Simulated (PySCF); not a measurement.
PySCF 2.14.0, PBE0/def2-tzvp, df: Ge(Br)2 ([Br][Ge][Br]), 3 atoms. The geometry is a generated start, not checked to be a minimum at this level.

```
Quantity                       Value
-------------------  ---------------
task                          energy
method                          pbe0
basis                      def2-tzvp
two-electron scheme  density fitting
mol.max_memory               3000 MB
mf.max_cycle                     100
mf.conv_tol          1e-09 (default)
mf.grids.level           3 (default)
basis functions                  144
grid points                    61488
```

```xyz
3

Ge     0.0300     0.0180     1.0053
Br     1.0043    -1.5111    -0.5094
Br    -1.0343     1.4931    -0.4959
```

With the defaults (mf.DIIS = CDIIS, mf.diis = true, mf.init_guess = minao, mf.damp = 0, mf.diis_start_cycle = 1, mf.diis_space = 8, newton = off) it converges in 12 Fock builds. One run each on 2 threads, 1 BLAS thread, with these changes:
- mf.diis = false
- newton = Hessian by the SCF's own integrals
- mf.damp = 0.7, mf.diis_start_cycle = 8
- mf.DIIS = ADIIS
- mf.init_guess = sap
- mf.diis_space = 5
- mf.diis = false, mf.damp = 0.7, mf.diis_start_cycle = 999
- mf.DIIS = EDIIS
- mf.diis_space = 12

**Question.** Which of these changes keep the SCF from converging, or lead it to another solution?

**Answer.** No convergence: mf.DIIS = EDIIS; mf.diis = false (the run ends without SCF convergence in 100 cycles). The rest reach the solution of the defaults.

```csv
setting,Fock builds,end
the defaults,12,same solution
mf.init_guess = sap,12,same solution
mf.diis_space = 12,12,same solution
mf.diis_space = 5,12,same solution
"mf.damp = 0.7, mf.diis_start_cycle = 8",14,same solution
mf.DIIS = ADIIS,16,same solution
"mf.diis = false, mf.damp = 0.7, mf.diis_start_cycle = 999",26,same solution
newton = Hessian by the SCF's own integrals,34,same solution
mf.DIIS = EDIIS,101,no convergence
mf.diis = false,101,no convergence
```

Under newton the count holds the products with the orbital Hessian.
